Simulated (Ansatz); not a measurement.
Seebeck coefficient (μV/K, mean over directions) of n-type CsLuS2 (R-3m) against carrier density, PBEsol, rigid bands (Ansatz, a quantum-chemistry and plane-wave program). Computed gap 1.85 eV; densities at which minority carriers matter at this gap, or further valleys turn the trend, are left out. Conductivity mass 0.44 mₑ (harmonic mean over directions), N_c = 3.0e19 cm⁻³ at 300 K.

```csv
electron density,300 K,500 K
1e16 cm⁻³,-901,[?]
1e17 cm⁻³,-702,-769
1e18 cm⁻³,-504,-571
3e18 cm⁻³,[?],-476
1e19 cm⁻³,-308,-373
3e19 cm⁻³,-219,-281
1e20 cm⁻³,-131,-186
3e20 cm⁻³,-72,-112
1e21 cm⁻³,-34,[?]
```

Question: What belongs in the gaps?

Answer: 
- 1e16 cm⁻³, 500 K: -967
- 3e18 cm⁻³, 300 K: -410
- 1e21 cm⁻³, 500 K: -56

Rigid bands with a gap fixed in temperature, one relaxation time for all states, no polarons or phonon drag, and whether or not such doping can be reached. Spin-orbit coupling is left out.

Computed structure, not matched to a measured one here, so possibly hypothetical: CsLuS2 (R-3m).
